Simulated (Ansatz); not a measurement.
Data:

End structure of Hf on the 1x1 (110) surface of bcc W, one in a 2x2 cell, started at the site 'hollow W-W-W':

```
CELL_PARAMETERS angstrom
      5.51535     0.00000     0.00000
     -1.83845     5.19992     0.00000
      0.00000     0.00000    26.00000
ATOMIC_POSITIONS crystal
  W  0.25000 0.25000 0.37289
  W  0.25000 0.75000 0.37289
  W  0.75000 0.25000 0.37289
  W  0.75000 0.75000 0.37289
  W  0.00000 0.00000 0.45653
  W  0.00000 0.50000 0.45653
  W  0.50000 0.00000 0.45653
  W  0.50000 0.50000 0.45653
  W  0.24997 0.25003 0.54291
  W  0.25000 0.75002 0.54329
  W  0.74998 0.25000 0.54329
  W  0.75000 0.75000 0.54305
  W  0.99382 0.99380 0.62732
  W  0.00723 0.49277 0.63036
  W  0.49302 0.00698 0.63034
  W  0.50620 0.50618 0.62732
  Hf 0.24983 0.25017 0.70772
```

Slab: 17 atoms, 6.6 Å thick at the start under the adsorbate (thin: gaps and levels are the slab's own); k 6x6x1, smearing 0.1 eV, dipole-corrected; 8 atoms held, the rest relaxed; held to the start's symmetry, so lower structures may exist; spin-polarised, no spin-orbit, no U, no dispersion correction. The starting moment vanished. At the end it is bonded to 4 W. In PBE it is, or lies within 0.03 eV of, the lowest of the starts that converged.

A negative adsorption energy means that the adsorbate is more stable on the surface than in its reference.

Problem. Estimate the adsorption energy against an atom of hcp Hf that PBE run with Ansatz (an electronic-structure program) returns for this input.

Solution. 0.28 eV

Problem. Estimate the work function of the top face that PBE returns for this input.

Solution. 2.65 eV

Problem. What change of the work function does PBE give?

Solution. -2.17 eV

Problem. Predict the change of the step from the bottom to the top vacuum level, against the clean slab from PBE.

Solution. -2.14 eV
